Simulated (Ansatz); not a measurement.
The parent structure is PbO₂ in the rutile structure (space group P4_2/mnm, No. 136).

```
PbO2
1.0
    4.99825     0.00000     0.00000
    0.00000     4.99825     0.00000
    0.00000     0.00000     3.41151
Pb O
2 4
Direct
  0.00000   0.00000   0.00000
  0.50000   0.50000   0.50000
  0.30761   0.30761   0.00000
  0.69239   0.69239   0.00000
  0.19239   0.80761   0.50000
  0.80761   0.19239   0.50000
```

Cartesian axes are those of the cell as printed.

Method: PBEsol, PAW, 420 eV (Ansatz, an electronic-structure program; scalar-relativistic without spin-orbit coupling).

Base values:

Pressure: 0.0 GPa
Shortest interatomic distance: 2.174 Å
Band gap: zero

Modification: tensile biaxial strain of 2.04 % in the plane normal to [001], as in epitaxy on a mismatched substrate; the out-of-plane cell vector and the atoms relax.

Estimate the effect on the pressure, shortest interatomic distance and band gap.

The pressure (mean of the normal stresses, compression positive) goes from zero to -1.9 GPa; the shortest interatomic distance stays essentially unchanged (2.174 Å against 2.176 Å); the band gap remains zero.

A case with no gap was solved on a k-mesh chosen for an insulator, which is coarse for it. Spin-orbit coupling, missing from the scalar runs, can matter with Pb. Whether these cells are dynamically stable was not tested. The final runs are not spin-polarised. Gaps under 0.05 eV, about the width of the smearing, are given as zero. The zero or small gap of PbO2 can change with the level of theory.
